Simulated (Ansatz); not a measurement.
The starting structures come from a database of crystals and need not be the phases stable at ambient conditions.

The decay constant κ of evanescent states in the gap governs leakage through a thin film.

Data:

```xyz
10
Lattice="6.5403 0.0160 0.0183 3.2410 5.6890 -0.0080 -2.7851 1.5533 6.4444" Properties=species:S:1:pos:R:3 pbc="T T T"
Nb     1.2367     0.7142     0.0084
Nb     5.7594     6.5442     6.4464
S      1.3776     5.6558     5.5713
S      5.6185     1.6026     0.8835
S      3.8614     1.4183     4.4275
S      3.1348     5.8400     2.0273
Br     2.3009     2.7491     1.5328
Br     4.6953     4.5093     4.9220
Br     0.7316     2.2175     4.9186
Br     6.2646     5.0409     1.5361
```

Space group of this cell: P-1. The cell was relaxed by PBE-D3(BJ); by r2SCAN its mean pressure is 1.2 GPa.

Transport runs along the normal of the first two printed cell vectors.

The gap is the functional's own. No spin-orbit coupling. Mid-gap values are interpolated on the energy grid.

**Question.** State the band gap and the smallest decay constant κ at mid-gap according to r2SCAN in Ansatz (a first-principles code).

**Answer.** Gap 1.64 eV on a 6×6×6 mesh; κ = 0.353 1/Å, at (0.333, 0.333) of the in-plane reciprocal vectors. At the zone centre, at the nearest computed energy, the slowest state has κ = 0.39 1/Å.
